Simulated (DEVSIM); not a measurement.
Device: Si n-p junction from an implanted or diffused profile, at 400 K.

```csv
layer (left to right),material,thickness (μm),Na (cm⁻³),τn (s),τp (s)
1,Si,25.0,7.8e14,1.2e-5,1.2e-5
```

Added donor profile: 3.9e16 cm⁻³ × exp(−(x − 0 μm)²/(2·(0.12 μm)²)). Left contact: ohmic. Right contact: ohmic. Voltage is applied to the left contact. Recombination: SRH at mid-gap. Mobility is μmin + (μ − μmin)/(1 + (N/Nref)^α).

The device is made up for the run: typed textbook-type constants, with dimensions and the other settings drawn at random. Values at 300 K; Nc and Nv go as T^1.5, mobilities as T to minus their exponent, the gap by Varshni's rule with the affinity fixed. The table also holds parameters that only a changed run uses.

```csv
parameter,Si
gap (eV),1.124
affinity (eV),4.05
permittivity,11.7
Nc (cm⁻³),2.86e19
Nv (cm⁻³),3.1e19
μn (cm²/Vs),1417
μp (cm²/Vs),470
"μn,min",52
"μp,min",45
"Nref,n",9.7e16
"Nref,p",2.2e17
αn,0.68
αp,0.72
T exponent of μn,2.3
T exponent of μp,2.2
Cn (cm⁶/s),2.8e-31
Cp (cm⁶/s),9.9e-32
Varshni α (eV/K),0.000473
Varshni β (K),636
```

Simulated with DEVSIM: 1D drift-diffusion, Boltzmann statistics, complete ionisation; no tunnelling, impact ionisation, image-force lowering or self-heating.

Base results: dark forward voltage at 1 A/cm² (V) 0.336; potential step across the device at zero bias (V) 0.474.

Q: What follows from this one change: peak of the profile 3.9e+16 → 7.8e+15 cm^-3?

A: dark forward voltage at 1 A/cm² 0.336 → 0.316 V; potential step across the device at zero bias 0.474 → 0.415 V.

Q: What follows from this one change: doping Na of layer 1 7.8e+14 → 7.8e+15 cm^-3?

A: dark forward voltage at 1 A/cm² 0.336 → 0.321 V; potential step across the device at zero bias 0.474 → 0.546 V.

Q: What follows from this one change: thickness of layer 1 25 → 120 μm?

A: dark forward voltage at 1 A/cm² 0.336 → 0.495 V; potential step across the device at zero bias little changed (0.474 V).
